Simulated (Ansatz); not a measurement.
Ge: biaxial strain −0.50 %, plane normal [001], relaxed out of plane

Start from Ge in the diamond structure (space group Fd-3m, No. 227; a = 5.676 Å). Axes: x, y, z lie along the cube axes.

Perturbation: biaxial strain −0.50 %, plane normal [001], relaxed out of plane (Cartesian); in-plane vectors clamped, the third vector and the atoms free.

Calculations: Ansatz (an electronic-structure program), PBEsol, PAW, cutoff 420 eV, without spin-orbit coupling. k-mesh 14×14×14 (Γ-centred); smearing 0.05 eV (Fermi–Dirac).

```json
[
 {"quantity": "volume per atom", "base": "22.86 Å³", "changed": "22.72 Å³", "shift": "-0.14 Å³"},
 {"quantity": "space group", "base": "Fd-3m (No. 227)", "changed": "I4_1/amd (No. 141)", "shift": "–"},
 {"quantity": "shortest interatomic distance", "base": "2.458 Å", "changed": "2.453 Å", "shift": "-0.005 Å"},
 {"quantity": "energy relative to the base (free energy F)", "base": "0 meV/atom", "changed": "+0.4 meV/atom", "shift": "+0.4 meV/atom"},
 {"quantity": "pressure (mean of the normal stresses, compression positive)", "base": "0.0 GPa", "changed": "0.4 GPa", "shift": "+0.4 GPa"},
 {"quantity": "band gap", "base": "zero", "changed": "zero", "shift": "–"},
 {"quantity": "out-of-plane strain (rough)", "base": "–", "changed": "+0.38 %", "shift": "–"},
 {"quantity": "mean in-plane stress (compression positive) (rough)", "base": "–", "changed": "+0.6 GPa", "shift": "–"}
]
```

Final structure (turned so that z lies along the plane normal):

```
CELL_PARAMETERS angstrom
      3.99358     0.00000     0.00000
      0.00000     3.99358     0.00000
      1.99679    -1.99679     2.84875
ATOMIC_POSITIONS crystal
  Ge 0.00000 0.00000 0.00000
  Ge 0.75000 0.75000 0.50000
```

Cost of the whole job for the changed cell (relaxation, final SCF and bands): roughly 20 core-seconds.

Without a gap, meshes like the base's 14×14×14 leave anisotropic stresses uncertain by several tenths of a GPa, and small strain energies with them. Whether these cells are dynamically stable was not tested. The zero or small gap of Ge can change with the level of theory.
